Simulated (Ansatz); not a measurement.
Consider Ga2O3 in the corundum structure (space group R-3c, No. 167).

Space group R-3c, hexagonal axes (No. 167); a = b = 5.0003 Å, c = 13.4488 Å, α = β = 90.00°, γ = 120.00°

```tsv
atom	site	symmetry	x	y	z
Ga	12c	3.	0.0000	0.0000	0.1443
O	18e	.2	0.3028	0.3028	0.2500
```
(The calculation used a cell of 10 atoms; values per cell refer to that cell.)

Level of theory: Ansatz (a first-principles code) PBEsol, without spin-orbit coupling.

For the base:

| Quantity | Value |
|---|---|
| Pressure | 0.00 GPa |
| Band gap | 2.70 eV |

One thing is altered: the cell is scaled by 0.9850 in all directions, atoms relaxed at fixed cell.

Task: Predict the new pressure and band gap.

Result: The pressure (mean of the normal stresses, compression positive) goes from zero to 11.10 GPa; the band gap increases by 0.49 eV to 3.19 eV.

The cells carry an imposed strain or load. Whether these cells are dynamically stable was not tested.
